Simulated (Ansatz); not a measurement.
TiB2: alloy series

Base system: TiB2 (space group P6/mmm, No. 191; a = 3.025 Å, c = 3.224 Å).

The other end (x = 1) is HfB2 (space group P6/mmm, No. 191): 9.88 Å³/atom, gap zero.

Hf replaces a fraction x of Ti; each row is one arrangement (x, atoms in the cell, starting space group or random), fully relaxed.

All numbers come from DFT with r2SCAN, PAW potentials and a 500 eV plane-wave cutoff in Ansatz (an electronic-structure program), spin-orbit coupling left out, earlier PAW set.

Notes on the quantities. mixing energy: to 0.01 eV only: unlike meshes or grids.

```json
[
 {"change": "base", "mixing energy": "–", "volume per atom": "8.52 Å³"},
 {"change": "x(Hf) = 0.25, 12 atoms, P6/mmm", "mixing energy": "+0.02 eV/atom", "volume per atom": "8.89 Å³"},
 {"change": "x(Hf) = 0.25, 12 atoms, Pmmm", "mixing energy": "+0.02 eV/atom", "volume per atom": "8.89 Å³"},
 {"change": "x(Hf) = 0.25, 12 atoms, Immm", "mixing energy": "+0.02 eV/atom", "volume per atom": "?"},
 {"change": "x(Hf) = 0.333, 9 atoms, P6/mmm", "mixing energy": "+0.02 eV/atom", "volume per atom": "?"},
 {"change": "x(Hf) = 0.5, 12 atoms, C2/m", "mixing energy": "+0.03 eV/atom", "volume per atom": "9.24 Å³"},
 {"change": "x(Hf) = 0.5, 12 atoms, Cmcm", "mixing energy": "+0.02 eV/atom", "volume per atom": "?"},
 {"change": "x(Hf) = 0.75, 12 atoms, Pmmm", "mixing energy": "+0.02 eV/atom", "volume per atom": "?"}
]
```

Problem. Complete the table.

Solution. 
- x(Hf) = 0.25, 12 atoms, Immm, volume per atom: 8.88 Å³
- x(Hf) = 0.333, 9 atoms, P6/mmm, volume per atom: 9.02 Å³
- x(Hf) = 0.5, 12 atoms, Cmcm, volume per atom: 9.23 Å³
- x(Hf) = 0.75, 12 atoms, Pmmm, volume per atom: 9.57 Å³

These are small ordered cells, not random alloys; other orderings at the same x differ. Stability against distortions was not tested. The final runs are not spin-polarised.
